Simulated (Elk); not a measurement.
**Input and output of a self-consistent single point for Hf4AlSi (I422, 6 atoms in the cell) (Elk)**

Method of the run: Elk with PBEsol, all-electron FP-LAPW, Elk's shipped species files, default APW+lo basis.

This input was run:

```
tasks
  0

xctype
  22

rmtscf
  0.92

stype
  0

swidth
  0.00367493

maxscl
  100

avec
   -6.2918998237    6.2918998237    4.9271774110
    6.2918998237   -6.2918998237    4.9271774110
    6.2918998237    6.2918998237   -4.9271774110

atoms
  3
  'Hf.in'
  4
  0.4041400000  0.9041400000  0.8082800000    0.0 0.0 0.0
  0.9041400000  0.0958600000  0.5000000000    0.0 0.0 0.0
  0.0958600000  0.5958600000  0.1917200000    0.0 0.0 0.0
  0.5958600000  0.4041400000  0.5000000000    0.0 0.0 0.0
  'Al.in'
  1
  0.5000000000  0.5000000000  0.0000000000    0.0 0.0 0.0
  'Si.in'
  1
  0.0000000000  0.0000000000  0.0000000000    0.0 0.0 0.0

ngridk
  6 6 6
```

The program printed (abridged):

```
│ Elk code version 10.2.4 │

All units are atomic (Hartree, Bohr, etc.)

│ Ground-state run starting from atomic densities │

Lattice vectors :
  -6.291899824       6.291899824       4.927177411
   6.291899824      -6.291899824       4.927177411
   6.291899824       6.291899824      -4.927177411

Unit cell volume      :    780.2284642
Brillouin zone volume :   0.3179199745

Muffin-tin inner radius fraction :   0.1000000000E-01

Nuclei treated as point charges

Species :    1 (Hf)
 parameters loaded from : Hf.in
 name : hafnium
 nuclear charge    :   -72.00000000
 electronic charge :    72.00000000
 atomic mass :    325367.3656
 muffin-tin radius :    2.576000000
 number of radial points in muffin-tin :    697
 atomic positions (lattice), magnetic fields (Cartesian) :
   1 :   0.90414000  0.40414000  0.80828000    0.00000000  0.00000000  0.00000000
   2 :   0.40414000  0.59586000  0.50000000    0.00000000  0.00000000  0.00000000
   3 :   0.59586000  0.09586000  0.19172000    0.00000000  0.00000000  0.00000000
   4 :   0.09586000  0.90414000  0.50000000    0.00000000  0.00000000  0.00000000

Species :    2 (Al)
 parameters loaded from : Al.in
 name : aluminium
 nuclear charge    :   -13.00000000
 electronic charge :    13.00000000
 atomic mass :    49184.33492
 muffin-tin radius :    2.024000000
 number of radial points in muffin-tin :    397
 atomic positions (lattice), magnetic fields (Cartesian) :
   1 :   0.00000000  0.00000000  0.00000000    0.00000000  0.00000000  0.00000000

Species :    3 (Si)
 parameters loaded from : Si.in
 name : silicon
 nuclear charge    :   -14.00000000
 electronic charge :    14.00000000
 atomic mass :    51196.73454
 muffin-tin radius :    2.024000000
 number of radial points in muffin-tin :    397
 atomic positions (lattice), magnetic fields (Cartesian) :
   1 :   0.50000000  0.50000000  0.00000000    0.00000000  0.00000000  0.00000000

Total number of atoms per unit cell :    6
   [... lines left out ...]
Maximum (1/2)|G+k|²                   :    4.281971119
Maximum |G| for potential and density :    12.00000000
 potential will be trimmed for |G| > 2 gkmax
Constant for pseudocharge density :    8
Radial integration step length :    4

G-vector grid sizes :     40    40    40
Number of G-vectors :    22739

Maximum angular momentum used for
 APW functions                      :    8
 outer part of muffin-tin           :    6
 inner part of muffin-tin           :    1

Total nuclear charge    :   -315.0000000
Total core charge       :    198.0000000
Total valence charge    :    117.0000000
Total excess charge     :    0.000000000
Total electronic charge :    315.0000000

Effective Wigner radius, rₛ :   0.8393457113

Number of empty states         :   24
Total number of valence states :   83
Total number of core states    :  198

Total number of local-orbitals :  119

Exchange-correlation functional :     22     0     0
 PBEsol, Phys. Rev. Lett. 100, 136406 (2008)
 gradient requirement :    1
 generalised gradient approximation (GGA)

Smearing type :    0
 Gaussian
Smearing width :   0.3674930000E-02
Effective electronic temperature (K) :    1160.451112

Mixing type :    3
 Broyden mixing, J. Phys. A: Math. Gen. 17, L317 (1984)

Kohn-Sham potential initialised from atomic data
│ Self-consistent loop started │
│ Loop number : 1 │
 total energy                :     -60874.0867910
│ Loop number : 2 │
 total energy                :     -60875.6506598
RMS change in Kohn-Sham potential (target) :   0.4056698391     (  0.1000000000E-05)
Absolute change in total energy (target)   :    1.563868772     (  0.1000000000E-03)
│ Loop number : 3 │
 total energy                :     -60875.8208849
RMS change in Kohn-Sham potential (target) :   0.3951031561     (  0.1000000000E-05)
Absolute change in total energy (target)   :   0.5611923109     (  0.1000000000E-03)
│ Loop number : 4 │
 total energy                :     -60893.0947955
RMS change in Kohn-Sham potential (target) :   0.1662181380     (  0.1000000000E-05)
Absolute change in total energy (target)   :    17.41420864     (  0.1000000000E-03)
│ Loop number : 5 │
 total energy                :     -60901.6479096
RMS change in Kohn-Sham potential (target) :   0.5000747322E-01 (  0.1000000000E-05)
Absolute change in total energy (target)   :    12.90666629     (  0.1000000000E-03)
   [... lines left out ...]
Absolute change in total energy (target)   :   0.4102208113E-02 (  0.1000000000E-03)
│ Loop number : 13 │
 total energy                :     -60905.3753483
RMS change in Kohn-Sham potential (target) :   0.6463132471E-06 (  0.1000000000E-05)
Absolute change in total energy (target)   :   0.1552175250E-02 (  0.1000000000E-03)
│ Loop number : 14 │
 total energy                :     -60905.3754132
RMS change in Kohn-Sham potential (target) :   0.1688731058E-06 (  0.1000000000E-05)
Absolute change in total energy (target)   :   0.4529675352E-03 (  0.1000000000E-03)
│ Loop number : 15 │
 total energy                :     -60905.3754322
RMS change in Kohn-Sham potential (target) :   0.6356055436E-07 (  0.1000000000E-05)
Absolute change in total energy (target)   :   0.1322723110E-03 (  0.1000000000E-03)
│ Loop number : 16 │
 total energy                :     -60905.3754209
RMS change in Kohn-Sham potential (target) :   0.1554156558E-07 (  0.1000000000E-05)
Absolute change in total energy (target)   :   0.2178781142E-04 (  0.1000000000E-03)
Convergence targets achieved

│ Loop number : 17 │

Energies :
 Fermi                       :     0.330060447795
 sum of eigenvalues          :     -37198.3410177
 electron kinetic            :      68061.7390462
 core electron kinetic       :      65835.4592540
 Coulomb                     :     -127706.983243
 Coulomb potential           :     -103601.445518
 nuclear-nuclear             :     -4505.33644589
 electron-nuclear            :     -142801.848076
 Hartree                     :      19600.2012788
 Madelung                    :     -75906.2604838
 xc potential                :     -1658.63454560
 exchange                    :     -1239.58791912
 correlation                 :     -20.5433050707
 total energy                :     -60905.3754209

Density of states at Fermi energy :    110.2556606
 (states/Hartree/unit cell)

Estimated indirect band gap :   0.2429433023E-02
 from k-point     27 to k-point      7
Estimated direct band gap   :   0.5301835276E-02
 at k-point     30

Charges :
 core                        :    198.0000000
 valence                     :    117.0000000
 interstitial                :    12.76707122
 muffin-tins (core leakage)
  species :    1 (Hf)
   atom    1                 :    69.83282827     (  0.1864616216E-05)
   atom    2                 :    69.83282827     (  0.1864616216E-05)
   atom    3                 :    69.83282827     (  0.1864616216E-05)
   atom    4                 :    69.83282827     (  0.1864616216E-05)
  species :    2 (Al)
   atom    1                 :    11.06146932     (  0.1237973851E-02)
  species :    3 (Si)
   atom    1                 :    11.84014637     (  0.3329767068E-02)
 total in muffin-tins        :    302.2329288
 total calculated charge     :    314.9764252
 total charge                :    315.0000000
 error                       :   0.2357483878E-01

│ Self-consistent loop stopped │
```

The run converged in 17 iterations. The count includes the last loop, which Elk runs after its targets are met.

The starting cell comes from a database of computed structures (which also holds hypothetical and non-ambient phases and stackings), without a prior relaxation at this level. Spin-orbit coupling is off. Values depend on the basis (sphere radii, cutoffs, local orbitals), which need not be converged. The log's line on a gap gives a spacing of levels on this mesh, which the program prints for metals too.

Cost on one core of a shared machine: roughly 50 s.
